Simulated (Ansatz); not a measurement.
Electronic density of states of amorphous Si80O40, density 2.25 g/cm³, on a 2×2×2 Γ-centred mesh with a Gaussian width of 0.1 eV; energies count from the Fermi level, whose place inside the gap is arbitrary. Cell and mesh are small, so fine structure isn't converged. The numbers are results of PBE, scalar-relativistic without spin-orbit coupling (plane waves to 420 eV, PAW; Ansatz, an electronic-structure program), not measurements. Sampling: a 2×2×2 Γ-centred mesh; Fermi-Dirac width 0.02 eV; no spin polarisation. The usual formal charges leave 240 electrons over, so the level spacing at the Fermi energy parts defect or band states and needn't be the band gap. At PBE the levels at the filled edge of the gap are localised (band-tail or defect states), and the nearest spread-out levels lie 0.8 eV apart at the zone centre.

Preparation: random packing, a CHGNet melt and quench, and a DFT relaxation. O atoms were pushed apart under 1.9 Å during the dynamics, to hinder bonds among them. The hot cell started wider than the set density and was brought back towards it in steps. It is the lowest in DFT energy of 4 quenches. It is a model cell: composition and starting density were chosen by hand, and all elements were melted together. No dispersion term was used. Its density started from a set value of 2.21 and ended at 2.25 g/cm³. The quench (nominally 150 K/ps over its main leg) was far faster than any real one, so the model tends to hold more defects than a real film. One small periodic cell is one sample of the glass; other quenches scatter about these values. Volume and shape were free in the relaxation. On a 2×2×2 Γ-centred mesh force components of up to 0.17 eV/Å stay, since the relaxation ran on the zone centre alone.

(E - EF (eV), states/(eV atom)): (-12.00, 0.07); (-11.90, 0.04); (-11.80, 0.08); (-11.70, 0.18); (-11.60, 0.24); (-11.50, 0.25); (-11.40, 0.23); (-11.30, 0.20); (-11.20, 0.18); (-11.10, 0.19); (-11.00, 0.22); (-10.90, 0.25); (-10.80, 0.27); (-10.70, 0.26); (-10.60, 0.25); (-10.50, 0.28); (-10.40, 0.26); (-10.30, 0.24); (-10.20, 0.25); (-10.10, 0.24); (-10.00, 0.21); (-9.90, 0.22); (-9.80, 0.27); (-9.70, 0.24); (-9.60, 0.24); (-9.50, 0.26); (-9.40, 0.24); (-9.30, 0.25); (-9.20, 0.28); (-9.10, 0.28); (-9.00, 0.27); (-8.90, 0.26); (-8.80, 0.26); (-8.70, 0.26); (-8.60, 0.28); (-8.50, 0.29); (-8.40, 0.31); (-8.30, 0.34); (-8.20, 0.38); (-8.10, 0.39); (-8.00, 0.35); (-7.90, 0.31); (-7.80, 0.27); (-7.70, 0.27); (-7.60, 0.29); (-7.50, 0.28); (-7.40, 0.25); (-7.30, 0.22); (-7.20, 0.26); (-7.10, 0.30); (-7.00, 0.32); (-6.90, 0.33); (-6.80, 0.39); (-6.70, 0.40); (-6.60, 0.36); (-6.50, 0.36); (-6.40, 0.37); (-6.30, 0.36); (-6.20, 0.39); (-6.10, 0.43); (-6.00, 0.46); (-5.90, 0.49); (-5.80, 0.52); (-5.70, 0.55); (-5.60, 0.58); (-5.50, 0.57); (-5.40, 0.54); (-5.30, 0.55); (-5.20, 0.54); (-5.10, 0.56); (-5.00, 0.59); (-4.90, 0.57); (-4.80, 0.59); (-4.70, 0.61); (-4.60, 0.61); (-4.50, 0.59); (-4.40, 0.61); (-4.30, 0.63); (-4.20, 0.65); (-4.10, 0.65); (-4.00, 0.59); (-3.90, 0.53); (-3.80, 0.45); (-3.70, 0.39); (-3.60, 0.33); (-3.50, 0.33); (-3.40, 0.36); (-3.30, 0.37); (-3.20, 0.37); (-3.10, 0.38); (-3.00, 0.38); (-2.90, 0.35); (-2.80, 0.38); (-2.70, 0.40); (-2.60, 0.39); (-2.50, 0.38); (-2.40, 0.38); (-2.30, 0.38); (-2.20, 0.36); (-2.10, 0.35); (-2.00, 0.36); (-1.90, 0.37); (-1.80, 0.34); (-1.70, 0.32); (-1.60, 0.29); (-1.50, 0.27); (-1.40, 0.29); (-1.30, 0.29); (-1.20, 0.28); (-1.10, 0.25); (-1.00, 0.22); (-0.90, 0.16); (-0.80, 0.17); (-0.70, 0.18); (-0.60, 0.13); (-0.50, 0.10); (-0.40, 0.07); (-0.30, 0.08); (-0.20, 0.07); (-0.10, 0.01); (0.00, 0.00); (0.10, 0.01); (0.20, 0.09); (0.30, 0.18); (0.40, 0.19); (0.50, 0.17); (0.60, 0.17); (0.70, 0.17); (0.80, 0.19); (0.90, 0.23); (1.00, 0.23); (1.10, 0.26); (1.20, 0.30); (1.30, 0.33); (1.40, 0.34); (1.50, 0.33); (1.60, 0.35); (1.70, 0.37); (1.80, 0.35); (1.90, 0.33); (2.00, 0.37); (2.10, 0.38); (2.20, 0.37); (2.30, 0.40); (2.40, 0.40)

The level spacing at the Fermi energy on this mesh is 0.45 eV; the broadening fills part of it in the curve.
